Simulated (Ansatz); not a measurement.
In₂Si₂O₇ (C2/m, No. 12, 11 atoms in the cell; start mp-2874), treated with PBEsol+SOC (Ansatz, an electronic-structure program, PAW).

Numerical settings: plane-wave cutoff 520 eV, 6×6×6 k mesh, Fermi–Dirac smearing 0.01 eV, PAW data made under PBE.

Cell (relaxed with PBEsol):

```cif
data_In2O7Si2
_chemical_formula_sum 'In2 Si2 O7'
_space_group_name_H-M_alt 'P 1'
_space_group_IT_number 1
_cell_length_a 5.44938
_cell_length_b 5.44938
_cell_length_c 4.72528
_cell_angle_alpha 97.664
_cell_angle_beta 97.664
_cell_angle_gamma 105.046
loop_
_space_group_symop_operation_xyz
  'x, y, z'
loop_
_atom_site_label
_atom_site_type_symbol
_atom_site_fract_x
_atom_site_fract_y
_atom_site_fract_z
_atom_site_occupancy
In1 In 0.30760 0.69240 0.00000 1
In2 In 0.69240 0.30760 0.00000 1
Si1 Si 0.22174 0.22174 0.40976 1
Si2 Si 0.77826 0.77826 0.59024 1
O1 O 0.92108 0.60749 0.78140 1
O2 O 0.07892 0.39251 0.21860 1
O3 O 0.39251 0.07892 0.21860 1
O4 O 0.60749 0.92108 0.78140 1
O5 O 0.00000 0.00000 0.50000 1
O6 O 0.60784 0.60784 0.28250 1
O7 O 0.39216 0.39216 0.71750 1
```

Question: What does this level give for the band gap?

Answer: 
band gap: 2.88 eV (on the SCF k mesh)

Cost on a shared machine: about 4 core-minutes (a rough figure).

A start named mp-… is a Materials Project structure, which need not be a measured phase.
